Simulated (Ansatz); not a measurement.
**tetragonal MoSi2: the defect C interstitial**

All values below come from PBE, PAW (plane waves to 420 eV; Ansatz, a first-principles code). Details: 54-site cell; 4×4×4 shifted k-points; start: void with 4Si nearest; energies good to tenths of an eV; the relaxation kept the symmetry of the starting site; relaxed from one start, so a lower configuration may exist; flagged in the runs: a host that isn't quite at rest in this cell.

Neighbours after relaxation, in Å: of the C atom: Si 1.95, Si 1.95, Si 1.95, Si 1.95.

Formation energies E_f are those of the neutral cell. Chemical conditions: Si-rich (Δμ(C) = -0.41 eV, bounded by 6H silicon carbide; only phases computed here count, gases as isolated molecules at 0 K). Reference phases: C: graphite.

The name describes the start; the neighbours show where the atoms ended.

| charge | moment (μB) | largest move off a lattice site (Å) | E_f, Si-rich (eV) |
|---|---|---|---|
| 0 | not spin-polarised | 0.23 | 5.14 |

Flagged in the runs: a host that isn't quite at rest in this cell.
